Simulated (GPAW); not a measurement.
**GPAW run on LaMg6Mo (Amm2, 8 atoms in the cell): self-consistent single point**

Method: LDA (Perdew-Wang 92), GPAW PAW datasets LDA (gpaw-data 1.0.1) (plane waves; GPAW).

Input:

```python
from ase import Atoms
from ase.units import GPa
from gpaw import GPAW, PW

atoms = Atoms(['La', 'Mg', 'Mg', 'Mg', 'Mg', 'Mg', 'Mg', 'Mo'],
              cell=[[4.989139, 0.000000, 0.000000],
                    [0.000000, 3.245055, 5.784934],
                    [0.000000, -3.245055, 5.784934]],
              scaled_positions=[[0.000000, 0.800960, 0.800960],
                                [0.000000, 0.331470, 0.813470],
                                [0.000000, 0.813470, 0.331470],
                                [0.000000, 0.335230, 0.335230],
                                [0.500000, 0.189910, 0.666070],
                                [0.500000, 0.666070, 0.189910],
                                [0.500000, 0.171520, 0.171520],
                                [0.500000, 0.691350, 0.691350]],
              pbc=True)

calc = GPAW(mode=PW(850),
            xc='LDA',
            kpts={'size': (4, 3, 3), 'gamma': True},
            occupations={'name': 'methfessel-paxton', 'width': 0.05, 'order': 0},
            nbands=-12,
            convergence={'forces': 0.001},
            symmetry={'symmorphic': False, 'tolerance': 0.0005},
            maxiter=100,
            txt='-')

atoms.calc = calc

energy = atoms.get_potential_energy()
print('Energy (eV):', round(energy, 6))
forces = atoms.get_forces()
print('Forces (eV/Ang):')
print(forces.round(5))
stress = atoms.get_stress()
print('Stress (GPa, Voigt):', (stress / GPa).round(4))
```

Log, with long lists cut:

```
Input parameters:
  convergence: {forces: 0.001}
  kpts: {gamma: True,
         size: (4, 3, 3)}
  maxiter: 100
  mode: {ecut: 850.0,
         name: pw}
  nbands: -12
  occupations: {name: methfessel-paxton,
                order: 0,
                width: 0.05}
  symmetry: {symmorphic: False,
             tolerance: 0.0005}

species:
  La:
    name: Lanthanum
    Z: 57.0
    valence: 11
    core: 46
    charge: 0.0
    file: La.LDA.gz

    # Using partial waves for La as LCAO basis

  Mg:
    name: Magnesium
    Z: 12.0
    valence: 10
    core: 2
    charge: 0.0
    file: Mg.LDA.gz

    # Using partial waves for Mg as LCAO basis

  Mo:
    name: Molybdenum
    Z: 42.0
    valence: 14
    core: 28
    charge: 0.0
    file: Mo.LDA.gz

    # Using partial waves for Mo as LCAO basis

Reference energy: -373521.816049  # eV

Spin-paired calculation

Convergence criteria:
 Maximum [total energy] change in last 3 cyles: 0.0005 eV / valence electron
 Maximum integral of absolute [dens]ity change: 0.0001 electrons / valence electron
 Maximum integral of absolute [eigenst]ate change: 4e-08 eV^2 / valence electron
 Maximum change in the atomic [forces] across last 2 cycles: 0.001 eV/Ang OR
Maximum error relative to the maximum force is below inf
 Maximum number of scf [iter]ations: 100

Symmetries present (total): 4
Symmetries with fractional translations: 0
36 k-points: 4 x 3 x 3 Monkhorst-Pack grid + [1/8,0.000000,0.000000]
12 k-points in the irreducible part of the Brillouin zone
       k-points in crystal coordinates                weights
   0:     0.00000000    0.00000000    0.00000000          1/36
   1:     0.00000000    0.33333333   -0.33333333          2/36
   2:     0.00000000    0.33333333    0.00000000          4/36
   [... 7 lines left out ...]
          ...
  11:     0.50000000    0.33333333    0.33333333          2/36

Wave functions: Plane wave expansion
  Cutoff energy: 850.000 eV
  Number of coefficients (min, max): 10522, 10565
  Pulay-stress correction: 0.000000 eV/Ang^3 (de/decut=0.000000)

Occupation numbers: Methfessel-Paxton:
  width: 0.0500  # eV
  order: 0

Eigensolver

Densities:
  Coarse grid: 35*45*45 grid
  Fine grid: 70*90*90 grid
  Total Charge: 0.000000

Density mixing:
  Method: separate
  Backend: pulay
  Linear mixing parameter: 0.05
  old densities: 5
  Damping of long wavelength oscillations: 50

Hamiltonian:
  XC and Coulomb potentials evaluated on a 70*90*90 grid
  External potential:
    NoExternalPotential

Number of atoms: 8
Number of atomic orbitals: 81
Number of bands in calculation: 54
Number of valence electrons: 85
Bands to converge: occupied

Density initialized from atomic densities
  54 bands from LCAO basis set

Atomic positions and initial magnetic moments

Positions:
   0 La     0.000000   -0.000000    9.267001    ( 0.0000,  0.0000,  0.0000)
   1 Mg     0.000000   -1.564117    6.623402    ( 0.0000,  0.0000,  0.0000)
   2 Mg     0.000000    1.564117    6.623402    ( 0.0000,  0.0000,  0.0000)
   3 Mg     0.000000    0.000000    3.878567    ( 0.0000,  0.0000,  0.0000)
   4 Mg     2.494569   -1.545165    4.951788    ( 0.0000,  0.0000,  0.0000)
   5 Mg     2.494569    1.545165    4.951788    ( 0.0000,  0.0000,  0.0000)
   6 Mg     2.494569   -0.000000    1.984464    ( 0.0000,  0.0000,  0.0000)
   7 Mo     2.494569    0.000000    7.998828    ( 0.0000,  0.0000,  0.0000)

Unit cell:
           periodic     x           y           z      points  spacing
  1. axis:    yes    4.989139    0.000000    0.000000    35     0.1425
  2. axis:    yes    0.000000    3.245055    5.784934    45     0.1258
  3. axis:    yes    0.000000   -3.245055    5.784934    45     0.1258

  Lengths:   4.989139   6.632936   6.632936
  Angles:   58.580436  90.000000  90.000000

Effective grid spacing dv^(1/3) = 0.1383

     iter     time        total  log10-change:
                         energy   eigst   dens  force
iter:   1 --:--:--   -28.657630
iter:   2 --:--:--   -28.288619   -0.44  -1.32
iter:   3 --:--:--   -27.600215   -0.87  -1.37
iter:   4 --:--:--   -27.329508   -1.11  -1.50
iter:   5 --:--:--   -27.342405   -1.66  -1.71
iter:   6 --:--:--   -27.328498c  -1.52  -1.74
iter:   7 --:--:--   -27.268666   -2.06  -1.93
iter:   8 --:--:--   -27.256860   -2.45  -2.21
iter:   9 --:--:--   -27.251631c  -3.10  -2.37
iter:  10 --:--:--   -27.244375c  -2.96  -2.48
iter:  11 --:--:--   -27.243515c  -3.61  -2.71
iter:  12 --:--:--   -27.244193c  -3.82  -2.73
iter:  13 --:--:--   -27.242640c  -4.06  -2.88
iter:  14 --:--:--   -27.242884c  -3.94  -3.09
iter:  15 --:--:--   -27.242160c  -4.45  -3.05
iter:  16 --:--:--   -27.242045c  -4.41  -3.23
iter:  17 --:--:--   -27.241953c  -5.35  -3.46
iter:  18 --:--:--   -27.241965c  -5.30  -3.72
iter:  19 --:--:--   -27.241964c  -5.86  -4.09c
iter:  20 --:--:--   -27.241963c  -6.27  -4.09c
iter:  21 --:--:--   -27.241966c  -6.34  -4.06c
iter:  22 --:--:--   -27.241967c  -6.38  -4.01c
iter:  23 --:--:--   -27.241967c  -6.88  -4.09c
iter:  24 --:--:--   -27.241960c  -6.54  -4.14c
iter:  25 --:--:--   -27.241960c  -7.32  -4.22c
iter:  26 --:--:--   -27.241963c  -7.02  -4.25c
iter:  27 --:--:--   -27.241960c  -7.54c -4.41c
iter:  28 --:--:--   -27.241959c  -7.71c -4.57c -1.90
iter:  29 --:--:--   -27.241960c  -8.56c -4.64c -2.39
iter:  30 --:--:--   -27.241958c  -7.99c -4.65c -2.32
iter:  31 --:--:--   -27.241958c  -8.65c -4.83c -2.91
iter:  32 --:--:--   -27.241959c  -8.44c -4.91c -2.29
iter:  33 --:--:--   -27.241959c  -8.64c -5.14c -2.69
iter:  34 --:--:--   -27.241959c  -8.98c -5.31c -2.76
iter:  35 --:--:--   -27.241960c  -9.36c -5.39c -3.36c

Converged after 35 iterations.

Dipole moment: (0.000000, -0.000000, 2.974858) |e|*Ang

Energy contributions relative to reference atoms: (reference = -373521.816049)

Kinetic:        -21.397212
Potential:      +29.003396
External:        +0.000000
XC:             -33.592918
Entropy (-ST):   -0.011877
Local:           -1.249286
SIC:             +0.000000
--------------------------
Free energy:    -27.247898
Extrapolated:   -27.241960

Showing only first 2 kpts
 Kpt  Band  Eigenvalues  Occupancy
  0    40      4.48951    2.00000
  0    41      4.88009    2.00000
  0    42      5.44678    0.00000
  0    43      5.59054    0.00000

  1    40      4.58626    2.00000
  1    41      5.49718    0.00000
  1    42      5.60369    0.00000
  1    43      5.76938    0.00000

Fermi level: 5.25204

No gap
No difference between direct/indirect transitions
Energy (eV): -27.24196

Forces in eV/Ang:
  0 La    0.00000    0.00000   -0.17490
  1 Mg   -0.00000    0.07365   -0.00539
  2 Mg    0.00000   -0.07365   -0.00539
  3 Mg    0.00000    0.00000    0.04118
  4 Mg    0.00000   -0.14427   -0.00292
  5 Mg    0.00000    0.14427   -0.00292
  6 Mg    0.00000    0.00000    0.05510
  7 Mo    0.00000    0.00000    0.09452

Stress tensor:
     0.030045     0.000000     0.000000
     0.000000     0.023405    -0.000000
     0.000000    -0.000000     0.020588
Stress (GPa, Voigt): [ 4.8137  3.7499  3.2985 -0.      0.      0.    ]
```

The run converged in 35 iterations. GPAW prints stress with tension positive.

The starting cell comes from a database of computed structures (which also holds hypothetical and non-ambient phases and stackings), without a prior relaxation at this level. Its lattice was rescaled by a random factor within 2.5 % of one. Spin polarisation is off. With a pressure of about -4 GPa the cell is away from its equilibrium volume at this level.

Cost on one core of a shared machine: roughly 5 min.
